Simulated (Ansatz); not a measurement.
Amorphous Ga₂₄O₃₉Al₂, 65 atoms at 4.86 g/cm³, one PBE-relaxed geometry, zone centre. Methods: PBE, scalar-relativistic without spin-orbit coupling (Ansatz, a first-principles code); r2SCAN, scalar-relativistic without spin-orbit coupling (Ansatz); HSE06, scalar-relativistic without spin-orbit coupling (Ansatz). Plane waves to 420 eV (r2SCAN 500 eV); exact exchange is cut at the cell's faces. At PBE the levels at the filled edge of the gap are localised (band-tail or defect states), and the nearest spread-out levels lie 2.0 eV apart at the zone centre. All rungs ran without spin polarisation.

A CHGNet melt-quench gave the starting glass, which DFT then relaxed. O atoms were pushed apart under 1.9 Å during the dynamics, to hinder bonds among them. The hot cell started wider than the set density and was brought back towards it in steps. It is the lowest in DFT energy of 2 quenches. It is a model cell: composition and starting density were chosen by hand, and all elements were melted together. No dispersion term was used. Its density started from a set value of 4.87 and ended at 4.86 g/cm³. The quench (nominally 330 K/ps over its main leg) was far faster than any real one, so the model tends to hold more defects than a real film. A cell of this size samples the disorder only roughly. The volume was held where the preparation left it and the shape relaxed, at a PBE pressure of -0.7 GPa (tension). Stress components on the final sampling reach 1.0 GPa. Cycles of charging lowered its energy after that relaxation.

The relaxation ran on the zone centre alone. At PBE the level gap is 1.65 eV on a 2×2×2 Γ-centred mesh, and the spacing at the zone centre alone 1.65 eV.

### Question
What zone-centre spacing does r2SCAN give, roughly?

### Answer
2.18 eV (+0.54 eV against PBE).

### Question
What zone-centre spacing does HSE06 give, roughly?

### Answer
3.32 eV (+1.67 eV against PBE).

The highest filled and the lowest empty state spread over these numbers of atoms (participation numbers): PBE: 5.4 and 59.4; r2SCAN: 5.3 and 58.9; HSE06: 5.9 and 58.9.
